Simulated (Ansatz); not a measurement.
**What x(Be) = 0.25, 8 atoms, Pmmm does to MgS**

The parent structure is MgS in the rock salt structure (space group Fm-3m, No. 225; a = 5.203 Å).

The other end (x = 1) is BeS in the rock salt structure (space group Fm-3m, No. 225; a hypothetical phase, not in the database extracts checked): 12.44 Å³/atom, gap 1.33 eV; this end may not be an ambient phase.

It is then changed as follows: a fraction x = 0.25 of the Mg sites is given to Be, ordered in a cell of 8 atoms (starting symmetry Pmmm) and fully relaxed.

The values are results of r2SCAN/PAW in Ansatz (a first-principles code), without spin-orbit coupling, not measurements. Γ-centred 9×7×5 mesh, Fermi–Dirac width 0.05 eV, for the changed cell.

The volume per atom falls by 1.22 Å³, from 17.61 Å³ to 16.39 Å³ and the density is still 2.66 g/cm³. The shortest interatomic distance decreases by 0.3585 bohr to 4.558 bohr and the band gap shrinks by 1.25 eV (3.46 eV → 2.21 eV). The gap character (in this cell's own zone, which can be folded) amounts to indirect, Γ → X and the electron mass changes from 0.53 mₑ along k, 0.31 mₑ across (at X) to 0.41 mₑ along a, 0.32 mₑ along b, 0.38 mₑ along c (at X). The valence-band top at Γ (three highest levels, from the VBM) goes from 0.00, 0.00, 0.00 eV to 0.00, -0.14, -0.17 eV and the deviation of the volume from the linear (Vegard-type) interpolation comes out as +0.5 %. The bowing parameter b of this ordering, from Eg = [1−x] Eg[0] + x Eg[1] − b x [1−x], amounts to 3.8 eV and the mean first-shell distances amounts to Mg–S 2.568 Å (end compound 2.602 Å), Be–S 2.463 Å (end compound 2.317 Å).

Each cell is one ordered arrangement of few atoms, which overstates ordering effects compared with a random alloy. Effective masses come from finite differences of ±0.01 Å⁻¹. Along k means along the line from Γ to the band edge. Stability against distortions was not tested. Labels are those of the standard path for the cell's own space group.
